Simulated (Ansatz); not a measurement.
The starting structures come from a database of crystals and need not be the phases stable at ambient conditions.

 Where the default PAW files enter, the runs use the earlier of Ansatz's two default sets.

By PBEsol, the system below comes out a metal.

Data:

```yaml
crystal:
  lattice:
    - [4.41095, 0.00000, 0.00000]
    - [-2.20547, 3.81999, 0.00000]
    - [2.20547, -1.27333, 3.67502]
  atoms:
    - { symbol: Ga, position: [0.25000, 0.75000, 0.25000] }
    - { symbol: Bi, position: [0.00000, 0.00000, 0.00000] }
```

Space group of this cell: R3m. The cell is strained (lengths across the current scaled by 0.98, ions clamped); by PBEsol its mean pressure is 1.1 GPa.

The current flows along the normal of the first two printed cell vectors, the (111) (indices of the unstrained crystal) plane of the conventional cell. No spin-orbit coupling; the value is a mean over 0.1 eV about the Fermi level.

Q: Estimate the ballistic conductance per area that PBEsol run with Ansatz (a quantum-chemistry and plane-wave program) returns for this system.

A: 0.075 × 10¹⁵ S/m² for both spins.
